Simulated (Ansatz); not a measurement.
PbO2: transverse stress against strain

PbO2 (rutile, P4_2/mnm, 14.205 Å³/atom at rest, c along z) under a strain ε along c (axis z), the other axes held. PBEsol in Ansatz, a plane-wave DFT program (PAW, default set), 420 eV, 7×7×10 Γ-centred mesh, Fermi-Dirac smearing 0.05 eV; ions are relaxed within the symmetry of each cell. Stress is positive for a compressed cell.

Here s stands for strain and y for stress xx.

| strain (%) | stress xx (GPa) |
|---|---|
| -1.20 | 1.44 |
| -0.60 | 0.72 |
| 0.00 | 0.00 |
| 0.60 | -0.70 |
| 1.20 | -1.37 |
| 3.00 | ? |

The 5 complete rows are fitted with a straight line, y against s. Means: s 0, y 0.018. About the means, the sum of products is -4.2240 and the sum of squares of s is 3.6000; the slope is their ratio. Least squares gives y = 0.018 - 1.1733·s. Residuals (row less fit): 0.014, -0.002, -0.018, -0.014, 0.020; standard error 0.019 (degrees of freedom: 3). The slope gives the elastic constant C13 = 117 ± 1.0 GPa.

### Question
Estimate the missing y (s = 3.00); what did the run itself give?

### Answer
y = 0.018 - 1.1733 × 3.0 = -3.502 GPa. The calculation gives -3.24 GPa, 0.262 GPa above the prediction (5.6 % of the range of y in the table). The row lies outside the fitted rows, so this is an extrapolation. From the scatter of the fitted rows alone, a prediction at this place has a standard error of 0.037 GPa, so the miss is 7.1 times that.

One order more, fitted to all 11 runs of the series, follows each within 0.01, so the miss is the next term of a smooth law. In a metal these values are sensitive to mesh and smearing; energies are taken to zero smearing, stresses follow the free energy. Rows are the converged runs of the series near zero and its far end; series whose fitted rows scatter by over a few per cent of the range, as at a crossing or softening among them, aren't shown in this form. Most that stay on the fit to the last digits aren't either.
